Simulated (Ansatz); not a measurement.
For CuI (model structure, started from the WC type, P-6m2, No. 187, 2 atoms in the cell), PBE-D3(BJ) (Ansatz, a quantum-chemistry and plane-wave program, plane waves, PAW) gives:

- lattice constant a = 3.855 Å
- lattice parameter c = 3.630 Å
- formation enthalpy = 0.313 eV/atom

**Question.** What does r²SCAN (Ansatz, PAW) give for the same quantities?

**Answer.** 
- lattice constant a: 3.934 Å (grows by 2.0 %)
- lattice parameter c: 3.693 Å (grows by 1.7 %)
- formation enthalpy: 0.230 eV/atom (decreases by 0.083 eV/atom)

Changes are worked out from the printed values.

Unless a cell is named, each level is at its own relaxed cell (PBE-D3(BJ) 23.36, r²SCAN 24.75 Å³/atom).

Levels without +SOC leave out spin–orbit coupling, which shifts energies and cells of such heavy elements.

Ansatz's density-functional and Hartree–Fock values are scalar-relativistic unless marked +SOC, with PAW data made under PBE.

A model structure was made by putting elements into a prototype or built by hand; it is no filed structure, need not be a known phase, and can be a saddle point held by its symmetry.
